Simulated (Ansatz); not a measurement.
Take V3Si in the A15 (Cr3Si type) structure (space group Pm-3n, No. 223; a = 4.6495 Å) as the base. Axes: x, y, z lie along the cube axes.

Computed with PBEsol (Ansatz, an electronic-structure program; PAW; 420 eV plane waves; no spin-orbit coupling).

Before the change:

The pressure comes out as 0.0 GPa and the shortest interatomic distance comes out as 4.393 bohr. The band gap is zero.

One thing is altered: strain tensor (xx, yy, zz, yz, xz, xy) = (−0.99, +0.11, +0.01, +0.96, +0.28, −0.12) %; the atoms relax in the strained cell.

Task: What happens to the largest internal atomic displacement?

Result: The largest internal atomic displacement comes out as 0.021 Å.

Task: Predict the new pressure.

Result: The pressure (mean of the normal stresses, compression positive) goes from zero to 1.9 GPa.

Task: Estimate the effect on the shortest interatomic distance.

Result: The shortest interatomic distance drops by 0.050 bohr, from 4.393 bohr to 4.343 bohr.

Task: Estimate the effect on the energy relative to the base.

Result: The energy rises by 2.2 meV/atom.

Task: Estimate the effect on the band gap.

Result: The band gap is still zero.

Without a gap, meshes like the base's 10×10×10 leave anisotropic stresses uncertain by several tenths of a GPa, and small strain energies with them. Stability against distortions was not tested. Seeded moments were not kept for the base. All final runs are without spin polarisation.
